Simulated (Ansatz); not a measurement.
The structure below was relaxed with PBEsol (Ansatz, an electronic-structure program), no spin-orbit coupling, at pressure 0.7 GPa.

```
Ta4GaSe8
1.0
    0.00000     5.15461     5.15461
    5.15461     0.00000     5.15461
    5.15461     5.15461     0.00000
Ta Ga Se
4 1 8
Cartesian
  1.05776   4.09684   4.09684
  1.05776   1.05776   1.05776
  4.09684   4.09684   1.05776
  4.09684   1.05776   4.09684
  5.15461   5.15461   5.15461
  8.89647   6.56735   6.56735
  8.89647   8.89647   8.89647
  6.56735   6.56735   8.89647
  6.56735   8.89647   6.56735
  3.75425   6.55496   6.55496
  3.75425   3.75425   3.75425
  6.55496   6.55496   3.75425
  6.55496   3.75425   6.55496
```

Problem. Find the space group and the Wyckoff positions.

Solution. Space group F-43m (No. 216); a = 10.309 Å, b = 10.309 Å, c = 10.309 Å, α = 90.00°, β = 90.00°, γ = 90.00°

```
atom  site  symmetry       x       y       z
----  ----  --------  ------  ------  ------
Ta     16e       .3m  0.8974  0.8974  0.8974
Ga      4b      -43m  0.5000  0.5000  0.5000
Se     16e       .3m  0.1370  0.1370  0.1370
Se     16e       .3m  0.6358  0.6358  0.6358
```

Problem. Describe the coordination.

Solution. The crystal has 52 atoms in its conventional cell. Lattice parameters: a = b = c = 10.309 Å, α = β = γ = 90.00°. Ta is coordinated by 3 Se at 2.521 Å and 3 Se at 2.740 Å. Ga has 4 Se at 2.425 Å (tetrahedral). Se1 has 3 Ta at 2.521 Å (trigonal pyramidal). Se2 has 1 Ga at 2.425 Å and 3 Ta at 2.740 Å (tetrahedral). (Neighbours: up to the widest gap in distance over summed covalent radii, below 1.35, at either atom; cation-cation and far metal-metal contacts left out.)

Load acts through the strain it causes; cell and atoms are relaxed under it. No phonon test of stability was made. All final runs are without spin polarisation. The cell was made from Ta₄GaSe₈ (space group F-43m, No. 216) by this change: pressure 0.7 GPa.
